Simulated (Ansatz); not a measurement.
# Electron-phonon data for Ti2CdC (P6_3/mmc)

Data:

```yaml
crystal:
  lattice:
    - [3.06221, 0.00000, 0.00000]
    - [-1.53110, 2.65195, 0.00000]
    - [0.00000, 0.00000, 14.32513]
  atoms:
    - { symbol: Ti, position: [0.66667, 0.33333, 0.57832] }
    - { symbol: Ti, position: [0.33333, 0.66667, 0.42168] }
    - { symbol: Ti, position: [0.33333, 0.66667, 0.07832] }
    - { symbol: Ti, position: [0.66667, 0.33333, 0.92168] }
    - { symbol: Cd, position: [0.66667, 0.33333, 0.25000] }
    - { symbol: Cd, position: [0.33333, 0.66667, 0.75000] }
    - { symbol: C, position: [0.00000, 0.00000, 0.50000] }
    - { symbol: C, position: [0.00000, 0.00000, 0.00000] }
```

Method: PBEsol, DFPT electron-phonon coupling, linearised Boltzmann equation (plane waves, PAW, scalar-relativistic; Ansatz, a quantum-chemistry and plane-wave program). Cell: relaxed with this functional, without spin-orbit coupling.

```json
{
 "resistivity at 300 K": "13.2 (x), 13.2 (y), 62 (z) μΩ·cm",
 "electron mean free path at 300 K (weighted by the current that each state carries)": "8.7 (x), 8.7 (y), 7.6 (z) nm",
 "electron-phonon coupling λ": "0.24",
 "transport coupling λ_tr": "0.27 (x), 0.27 (y), 0.25 (z)",
 "logarithmic_mean_phonon_energy": "23 meV",
 "density of states at the Fermi level": "2.0 states/(eV·spin·cell)",
 "drude_plasma_energy": "4.8 (x), 4.8 (y), 1.99 (z) eV",
 "Tc for μ* = 0.10 (anisotropic Eliashberg)": "below 1 K",
 "Tc for μ* = 0.13 (anisotropic Eliashberg)": "below 1 K"
}
```

A metal at this level (no band gap). Only scattering by harmonic phonons is included (no impurities, grain boundaries, electron-electron scattering or thermal expansion). Spin-orbit coupling is left out. Halving the electron mesh (32x32x8) moves the resistivity by up to 12 % at 300 K, the mean free path by up to 9 %, the coupling by up to 3 %. Smearing 0.20 eV; phonons on a 5x5x1 q mesh, which this run doesn't test. Tc comes from the anisotropic Migdal-Eliashberg equations with μ*, a chosen number, referred to 36 meV.

Computed structure with no diffraction record at hand here (it may be known, metastable or hypothetical): Ti2CdC (P6_3/mmc).
